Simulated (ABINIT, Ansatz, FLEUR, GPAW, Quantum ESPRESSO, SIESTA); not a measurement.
One structure in several programs: CaMg (Cm, 6 atoms in the cell)

Self-consistent single point.

```yaml
crystal:
  lattice:
    - [6.62631, -1.82170, 0.00000]
    - [6.62631, 1.82170, 0.00000]
    - [-2.25708, 0.00000, 7.97159]
  atoms:
    - { symbol: Ca, position: [0.02007, 0.02007, 0.00644] }
    - { symbol: Ca, position: [0.37778, 0.37778, 0.27387] }
    - { symbol: Ca, position: [0.32602, 0.32602, 0.66711] }
    - { symbol: Mg, position: [0.66105, 0.66105, 0.34158] }
    - { symbol: Mg, position: [0.05745, 0.05745, 0.60790] }
    - { symbol: Mg, position: [0.72429, 0.72429, 0.93642] }
```

All programs got the same cell, k-point mesh and kind of occupations (in Ansatz's words: kpoints.mp_grid.grid = 5 5 2; scf.occupations.method = gaussian; scf.occupations.width = 0.05 eV); potentials, basis and cutoffs are each program's usual ones.

| code | model | pressure (GPa) | largest force (eV/Å) | k-points | cutoff |
|---|---|---|---|---|---|
| ABINIT | LDA (PW92), PAW (JTH v2.0 LDA PAW) | -2.25 | 0.151 | 18 | 544 eV |
| FLEUR | LDA (Perdew-Zunger), all-electron FLAPW (FLEUR), scalar-relativistic valence | – | 0.151 | 18 | Kmax 3.8 1/bohr |
| Quantum ESPRESSO | LDA (PZ), GBRV 1.5 ultrasoft (LDA) pseudopotentials | -2.15 | 0.151 | 18 | 40 Ry |
| SIESTA | LDA PW92, numerical atomic orbitals DZP, PseudoDojo LDA standard norm-conserving potentials (rewritten from UPF to PSML) | 2.50 | 0.316 | 28 | grid 300 Ry |
| GPAW | LDA (Perdew-Wang 92), GPAW PAW datasets LDA (gpaw-data 1.0.1) | -2.04 | 0.151 | 18 | 800 eV |
| Ansatz | LDA (PW92), PAW files made with PBE | -2.15 | 0.151 | 18 | default |

Size of the force on each atom (eV/Å): Sizes of forces hide their directions.

| code | Ca1 | Ca2 | Ca3 | Mg4 | Mg5 | Mg6 |
|---|---|---|---|---|---|---|
| ABINIT | 0.151 | 0.110 | 0.047 | 0.053 | 0.056 | 0.036 |
| FLEUR | 0.151 | 0.111 | 0.047 | 0.055 | 0.062 | 0.029 |
| Quantum ESPRESSO | 0.151 | 0.111 | 0.047 | 0.054 | 0.062 | 0.028 |
| SIESTA | 0.316 | 0.163 | 0.082 | 0.216 | 0.261 | 0.229 |
| GPAW | 0.151 | 0.111 | 0.049 | 0.058 | 0.063 | 0.027 |
| Ansatz | 0.151 | 0.111 | 0.047 | 0.054 | 0.062 | 0.028 |

A dash marks a value that a program does not give, or that is left out as unsure.

The spread over the programs that give each value: pressure within 4.75 GPa; largest force within 0.165 eV/Å.

The starting cell comes from a database of computed structures (which also holds hypothetical and non-ambient phases and stackings), without a prior relaxation at this level. Its lattice was rescaled by a random factor within 2.5 % of one. On Ansatz's run: Without a gap this mesh is coarse (it stands for a supercell whose shortest vector is 17 Å).

Task: Why do the programs differ, and what cannot be compared?

Result: Differences of this kind can come from the potentials, where these differ, and from what each basis and cutoff leave unconverged. The zero of total energies and Fermi levels follows the potentials and each program's conventions, so they are not compared here. SIESTA uses small atom-centred bases, whose incompleteness enters pressures, forces and empty levels differently from a plane-wave cutoff. FLEUR treats all electrons, but the usual bases taken here (sphere radii, linearisation, local orbitals, empty states) were not tested for convergence, so the values are no reference for the others. Ansatz's pressure is given at a fixed set of plane waves, as the other plane-wave codes print theirs. The same LDA comes in different parametrisations, which differ slightly. The programs reduce the same mesh by symmetry to different extents, which changes the work and not the result. In the pressure, SIESTA (by 4.65) lies more than 1 GPa from the median of the plane-wave programs. In the force vectors, SIESTA (by 0.271) lies more than 0.08 eV/Å from the median of the plane-wave programs.

The shared mesh is coarse (it stands for a supercell whose shortest vector is 17 Å), so the values are not converged in it.

Left out of this page: CP2K (unsound by tests on forces, stress, charge or solver warnings); Elk (not drawn, or without a comparable value).

Ansatz is a program for electronic structure.

Keys are those of Ansatz 0.2.
